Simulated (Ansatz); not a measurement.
# PtGe, response to strain

The parent structure is PtGe (space group Pnma, No. 62; a = 5.772 Å, b = 3.713 Å, c = 6.129 Å). Axes: x, y, z lie along a, b, c of the conventional cell.

Strains are applied to the cell and any free atomic positions relax; under biaxial strain the out-of-plane vector relaxes too.

Calculations: Ansatz (a quantum-chemistry and plane-wave program) r2SCAN, without spin-orbit coupling.

Notes on the quantities. energy relative to the base: free energy F; pressure: mean of the normal stresses, compression positive.

```tsv
case	energy relative to the base	pressure	volume per atom
base	0 meV/atom	0.0 GPa	16.42 Å³
biaxial strain +0.19 %, plane normal [001], relaxed out of plane	–	[?]	[?]
isotropic strain −0.96 %	+7.1 meV/atom	5.0 GPa	15.95 Å³
isotropic strain +0.91 %	+5.8 meV/atom	-4.0 GPa	16.87 Å³
tensor shear ε_xy = −0.53 %	+0.3 meV/atom	0.0 GPa	16.42 Å³
tensor shear ε_yz = −2.11 %	+6.8 meV/atom	0.2 GPa	16.41 Å³
```

Q: Some entries are withheld; estimate them.

A: 
- biaxial strain +0.19 %, plane normal [001], relaxed out of plane, pressure: -0.3 GPa
- biaxial strain +0.19 %, plane normal [001], relaxed out of plane, volume per atom: 16.45 Å³

Without a gap, meshes like the base's 8×13×8 leave anisotropic stresses uncertain by several tenths of a GPa, and small strain energies with them. No phonon test of stability was made. All final runs are without spin polarisation.
